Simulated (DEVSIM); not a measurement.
Structure: illuminated Si p-on-n cell, one wavelength, at 400 K.

| layer (left to right) | material | thickness (μm) | Nd (cm⁻³) | Na (cm⁻³) | τn (s) | τp (s) | absorption coefficient (cm⁻¹) |
|---|---|---|---|---|---|---|---|
| 1 | Si | 0.140 | - | 6.9e18 | 9.9e-8 | 1e-7 | 85000 |
| 2 | Si | 150 | 2.1e15 | - | 5.2e-7 | 5.2e-7 | 85000 |

Left contact: ohmic, minority electron recombination velocity 4e6 cm/s. Right contact: ohmic, minority hole recombination velocity 30000 cm/s. Voltage is applied to the left contact. Recombination: SRH at mid-gap, radiative, Auger. Gap narrowing is on: ΔEg = 6.92 meV × (l + √(l² + 0.5)), l = ln(N/1.3e17 cm⁻³), shared equally by both band edges. Light enters at the left, 4e17 photons cm⁻² s⁻¹, one pass, no reflection. Mobility is μmin + (μ − μmin)/(1 + (N/Nref)^α).

The device is made up for the run: typed textbook-type constants, with dimensions and the other settings drawn at random. Values at 300 K; Nc and Nv go as T^1.5, mobilities as T to minus their exponent, the gap by Varshni's rule with the affinity fixed.

| parameter | Si |
|---|---|
| gap (eV) | 1.124 |
| affinity (eV) | 4.05 |
| permittivity | 11.7 |
| Nc (cm⁻³) | 2.86e19 |
| Nv (cm⁻³) | 3.1e19 |
| μn (cm²/Vs) | 1417 |
| μp (cm²/Vs) | 470 |
| μn,min | 52 |
| μp,min | 45 |
| Nref,n | 9.7e16 |
| Nref,p | 2.2e17 |
| αn | 0.68 |
| αp | 0.72 |
| T exponent of μn | 2.3 |
| T exponent of μp | 2.2 |
| B (cm³/s) | 4.7e-15 |
| Cn (cm⁶/s) | 2.8e-31 |
| Cp (cm⁶/s) | 9.9e-32 |
| Varshni α (eV/K) | 0.000473 |
| Varshni β (K) | 636 |

Model (solved in DEVSIM): 1D drift-diffusion, Boltzmann statistics, complete ionisation; no tunnelling, impact ionisation, image-force lowering or self-heating.

The thickness of layer 2 was swept, all else fixed.

| thickness of layer 2 (μm) | largest power (mW/cm²) | fill factor | dark forward voltage at 1 A/cm² (V) |
|---|---|---|---|
| 30 | 7.05 | 0.65 | 0.408 |
| 52 | 7.11 | 0.65 | 0.419 |
| 90 | 7.11 | 0.65 | 0.435 |
| 150 | 7.08 | 0.64 | 0.461 |
| 260 | 7.03 | 0.64 | 0.508 |
| 450 | 6.90 | 0.63 | 0.591 |
| 750 | 6.76 | 0.62 | 0.721 |

From the first row to the last the largest power goes from 7.05 to 6.76. From the first row to the last the fill factor goes from 0.65 to 0.62.
